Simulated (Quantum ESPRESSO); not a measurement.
Input and output of a self-consistent single point for HfC (I4mm, 2 atoms in the cell) (Quantum ESPRESSO).

Level of theory: LDA (PZ), PSlibrary PAW (LDA) pseudopotentials (plane waves; Quantum ESPRESSO).

```
HfC
1.0
    0.00000     2.33160     2.33160
    2.33160     0.00000     2.33160
    2.33160     2.33160     0.00000
Hf C
1 1
Direct
  0.01072   0.01072   0.98928
  0.50000   0.50000   0.50000
```

Reference input (self-consistent single point, DFT, LDA (PZ), plane waves, PSlibrary PAW (LDA) pseudopotentials): ecutwfc = 55 Ry; ecutrho = 495 Ry; occupations = smearing; smearing = fermi-dirac; degauss = 0.0073499 Ry; potentials = {Hf: Hf.pz-spn-kjpaw_psl.1.0.0.UPF, C: C.pz-n-kjpaw_psl.1.0.0.UPF}; K_POINTS = automatic 7 7 7 0 0 0; conv_thr = 1e-10 Ry; mixing_beta = 0.4. This run's input differs from it in these lines:

```diff
@@ -17,3 +17,3 @@
    smearing = 'fermi-dirac',
-   degauss = 0.0073499,
+   degauss = 0.0036749,
 /
@@ -30,3 +30,3 @@
 K_POINTS automatic
-7 7 7  0 0 0
+13 13 13  0 0 0
 CELL_PARAMETERS angstrom
```

Output (repeated stretches shortened):

```
     Self-consistent Calculation

     iteration #  1     ecut=    55.00 Ry     beta= 0.40

---- Real-time Memory Report at c_bands before calling an iterative solver
           148 MiB given to the printing process from OS
            73 MiB allocation reported by mallinfo(arena+hblkhd)
------------------

     total energy              =    -696.03038963 Ry
     estimated scf accuracy    <       0.61857397 Ry

     iteration #  2     ecut=    55.00 Ry     beta= 0.40

---- Real-time Memory Report at c_bands before calling an iterative solver
           212 MiB given to the printing process from OS
   [... lines left out ...]

---- Real-time Memory Report at c_bands before calling an iterative solver
           216 MiB given to the printing process from OS
           102 MiB allocation reported by mallinfo(arena+hblkhd)
------------------

     total energy              =    -696.21511924 Ry
     estimated scf accuracy    <          7.2E-10 Ry

     iteration # 14     ecut=    55.00 Ry     beta= 0.40

---- Real-time Memory Report at c_bands before calling an iterative solver
           216 MiB given to the printing process from OS
           102 MiB allocation reported by mallinfo(arena+hblkhd)
------------------
     End of self-consistent calculation

     the Fermi energy is    14.8753 ev

!    total energy              =    -696.21511924 Ry
     estimated scf accuracy    <          9.7E-12 Ry
     smearing contrib. (-TS)   =      -0.00016160 Ry
     internal energy E=F+TS    =    -696.21495764 Ry

      -> PAW hartree energy AE =      59.99314285 Ry
      -> PAW hartree energy PS =     -59.93162487 Ry
      -> PAW xc energy AE      =    -605.30319045 Ry
      -> PAW xc energy PS      =      43.17243833 Ry
      -> total E_H with PAW    =      13.18767518 Ry
      -> total E_XC with PAW   =    -607.98413351 Ry

     convergence has been achieved in  14 iterations

     Forces acting on atoms (cartesian axes, Ry/au):

     atom    1 type  1   force =     0.00000000   -0.00000000   -0.01209542
     atom    2 type  2   force =    -0.00000000    0.00000000    0.01209542

     Total force =     0.017106     Total SCF correction =     0.000001

          total   stress  (Ry/bohr**3)                   (kbar)     P=     -162.05
  -0.00111769  -0.00000000  -0.00000000         -164.42       -0.00       -0.00
  -0.00000000  -0.00111769   0.00000000           -0.00     -164.42        0.00
  -0.00000000   0.00000000  -0.00106932           -0.00        0.00     -157.30

   JOB DONE.
```

The run converged in 14 iterations. Against the reference run the free energy goes down by 1.3 meV/atom, the pressure moves little (-16.16 to -16.20 GPa) and the largest force goes from 0.322 to 0.311 eV/Å.

The starting cell has typed, rounded lattice constants, without a prior relaxation at this level. Its lattice was rescaled by up to half a per cent. One atom was moved a little off its site on purpose. With a pressure of about -16 GPa the cell is away from its equilibrium volume at this level.

Cost on one core of a shared machine: roughly 70 s.
